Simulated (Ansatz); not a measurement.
β-phase GaSe (model structure), treated with PBEsol in Ansatz (PAW).

Rigid layers of the crystal as relaxed at this level are moved apart or together:

```csv
run,k mesh,layer repeat (Å),energy against free layers (meV/Å²),gap on the mesh (eV)
1,12×12×4,7.675,0.80,0.634
2,12×12×4,7.825,-1.04,0.752
3,12×12×2,7.975,-1.92,0.876
4,12×12×2,8.175,-2.28,1.041
5,12×12×2,8.475,-1.98,1.267
6,12×12×2,8.975,-1.09,1.552
7,12×12×2,9.975,-0.27,1.866
8,12×12×2,11.975,-0.02,2.043
```

The lowest energy of these points lies at a layer repeat of 8.17 Å.

Spin–orbit coupling is not included.

A model structure was made by putting elements into a prototype or built by hand; it is no filed structure, need not be a known phase, and can be a saddle point held by its symmetry.

Ansatz is a program for electronic structure.
